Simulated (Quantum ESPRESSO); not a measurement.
A self-consistent single point of AlCr2C (P6_3/mmc, 8 atoms in the cell) with Quantum ESPRESSO.

Computed with PBE, PseudoDojo standard norm-conserving (PBE) pseudopotentials (plane waves; Quantum ESPRESSO 7.5).

The change in words: lattice scaled by 0.98. Reference geometry:
```
CELL_PARAMETERS angstrom
      2.82510     0.00000     0.00000
     -1.41255     2.44661     0.00000
      0.00000     0.00000    12.60137
ATOMIC_POSITIONS crystal
  Al 0.66667 0.33333 0.25000
  Al 0.33333 0.66667 0.75000
  Cr 0.33333 0.66667 0.41494
  Cr 0.66667 0.33333 0.58506
  Cr 0.66667 0.33333 0.91494
  Cr 0.33333 0.66667 0.08506
  C  0.00000 0.00000 0.50000
  C  0.00000 0.00000 0.00000
```

Reference input (self-consistent single point, DFT, PBE, plane waves, PseudoDojo standard norm-conserving (PBE) pseudopotentials): ecutwfc = 95 Ry; occupations = smearing; smearing = fd; degauss = 0.0099958 Ry; potentials = {Al: Al.upf, Cr: Cr.upf, C: C.upf}; K_POINTS = automatic 9 9 2 0 0 0; conv_thr = 1e-10 Ry; mixing_beta = 0.7. This run's input differs from it in these lines:

```diff
@@ -25,5 +25,5 @@
 CELL_PARAMETERS angstrom
-   2.82509979     0.00000000     0.00000000
-  -1.41254989     2.44660818     0.00000000
-   0.00000000     0.00000000    12.60137000
+   2.76859788     0.00000000     0.00000000
+  -1.38429894     2.39767610     0.00000000
+   0.00000000     0.00000000    12.34934300
 ATOMIC_POSITIONS crystal
```

Output, abridged:

```
     Self-consistent Calculation

     iteration #  1     ecut=    95.00 Ry     beta= 0.70

     total energy              =    -742.89137849 Ry
     estimated scf accuracy    <       4.56620880 Ry

     iteration #  2     ecut=    95.00 Ry     beta= 0.70

     total energy              =    -741.94964020 Ry
     estimated scf accuracy    <      20.56099906 Ry

     iteration #  3     ecut=    95.00 Ry     beta= 0.70

     total energy              =    -745.29296318 Ry
     estimated scf accuracy    <       1.48426247 Ry

   [... 13 blocks of this kind left out ...]

     iteration # 17     ecut=    95.00 Ry     beta= 0.70

     total energy              =    -745.47475614 Ry
     estimated scf accuracy    <          8.0E-10 Ry

     iteration # 18     ecut=    95.00 Ry     beta= 0.70
     End of self-consistent calculation

     the Fermi energy is    16.3721 ev

!    total energy              =    -745.47475614 Ry
     estimated scf accuracy    <          4.5E-11 Ry
     smearing contrib. (-TS)   =      -0.02710448 Ry
     internal energy E=F+TS    =    -745.44765166 Ry

     convergence has been achieved in  18 iterations

     Forces acting on atoms (cartesian axes, Ry/au):

     atom    1 type  1   force =     0.00000000    0.00000000   -0.00000000
     atom    2 type  1   force =     0.00000000   -0.00000000    0.00000000
     atom    3 type  2   force =    -0.00000000    0.00000000   -0.03048171
     atom    4 type  2   force =     0.00000000    0.00000000    0.03048171
     atom    5 type  2   force =     0.00000000    0.00000000   -0.03048171
   [... lines left out ...]

     Total force =     0.060963     Total SCF correction =     0.000021

          total   stress  (Ry/bohr**3)                   (kbar)     P=      209.52
   0.00137099   0.00000000   0.00000000          201.68        0.00        0.00
   0.00000000   0.00137099  -0.00000000            0.00      201.68       -0.00
   0.00000000  -0.00000000   0.00153086            0.00       -0.00      225.20

   JOB DONE.
```

The run converged in 18 iterations. Against the reference run the free energy goes up by 48.9 meV/atom, the pressure goes from 4.32 to 20.95 GPa and the largest force goes from 0.042 to 0.784 eV/Å. The full log also holds: “c_bands:  1 eigenvalues not converged”.

The starting cell comes from a database of computed structures (which also holds hypothetical and non-ambient phases and stackings), without a prior relaxation at this level. For this run, on top of that: lattice scaled by 0.98. Spin polarisation is off. With a pressure of about 21 GPa the cell is away from its equilibrium volume at this level.

Cost on one core of a shared machine: roughly 3 min.
